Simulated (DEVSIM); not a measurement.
Device: illuminated Si n-on-p cell, one wavelength, with a back-surface field, at 300 K.

```tsv
layer (left to right)	material	thickness (μm)	Nd (cm⁻³)	Na (cm⁻³)	τn (s)	τp (s)	absorption coefficient (cm⁻¹)
1	Si	0.870	5.5e17	-	7.6e-8	4.1e-9	39000
2	Si	20.0	-	2.1e16	2.3e-7	2.3e-7	39000
3	Si	0.290	-	1.2e18	2.3e-7	2.3e-7	39000
```

Left contact: ohmic, minority hole recombination velocity 400 cm/s. Right contact: ohmic, minority electron recombination velocity 50000 cm/s. Voltage is applied to the left contact. Recombination: SRH at mid-gap, radiative, Auger. Light enters at the left, 1.6e18 photons cm⁻² s⁻¹, one pass, no reflection. Mobility is constant in doping.

The device is made up for the run: typed textbook-type constants, with dimensions and the other settings drawn at random. Values at 300 K.

```tsv
parameter	Si
gap (eV)	1.124
affinity (eV)	4.05
permittivity	11.7
Nc (cm⁻³)	2.86e19
Nv (cm⁻³)	3.1e19
μn (cm²/Vs)	1417
μp (cm²/Vs)	470
B (cm³/s)	4.7e-15
Cn (cm⁶/s)	2.8e-31
Cp (cm⁶/s)	9.9e-32
```

DEVSIM, 1D drift-diffusion, Boltzmann statistics, complete ionisation; no tunnelling, impact ionisation, image-force lowering or self-heating.

The photon flux was swept, all else fixed.

```
photon flux (cm^-2 s^-1)  open-circuit voltage (V)  short-circuit current (mA/cm²)  fill factor  largest power (mW/cm²)
------------------------  ------------------------  ------------------------------  -----------  ----------------------
4.8e16                                       0.532                            7.20         0.81                    3.09
1.6e17                                       0.564                            24.0         0.81                    11.0
4.8e17                                       0.593                            72.0         0.82                    35.2
1.6e18                                       0.624                             240         0.83                     124
4.8e18                                       0.653                             720         0.83                     392
1.6e19                                       0.686                            2400         0.84                    1380
4.8e19                                         [?]                             [?]         0.83                    4310
```

Complete the blanks.


- 4.8e19, open-circuit voltage (V): 0.718
- 4.8e19, short-circuit current (mA/cm²): 7210
